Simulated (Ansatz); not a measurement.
Data:

```
CELL_PARAMETERS angstrom
      0.00000     2.69243     2.69243
      2.69243     0.00000     2.69243
      2.69243     2.69243     0.00000
ATOMIC_POSITIONS crystal
  Zn 0.00000 0.00000 0.00000
  Se 0.25000 0.25000 0.25000
```

No spin polarisation.

Level of theory: Ansatz (an electronic-structure program) LDA, spin-orbit coupling left out. k-mesh 10×10×10 (Γ-centred); smearing 0.05 eV (Fermi–Dirac).

Problem. Predict the electron mass, hole mass and gap character.

Solution. 
- Electron mass: 0.11 mₑ (at Γ)
- Hole mass (degenerate bands, along [100]): 0.12, 0.48, 0.48 mₑ (at Γ)
- Gap character: direct at Γ

Load acts through the strain it causes; cell and atoms are relaxed under it. Masses are band curvatures over ±0.01 Å⁻¹ around the edge. No phonon test of stability was made. Tetrahedral semiconductors of this kind turn to denser phases somewhere between about 1 and 50 GPa; those were not computed, so compressed cells here can lie past the real transition. The cell was made from ZnSe in the zinc blende structure (space group F-43m, No. 216) by this change: pressure 9 GPa.
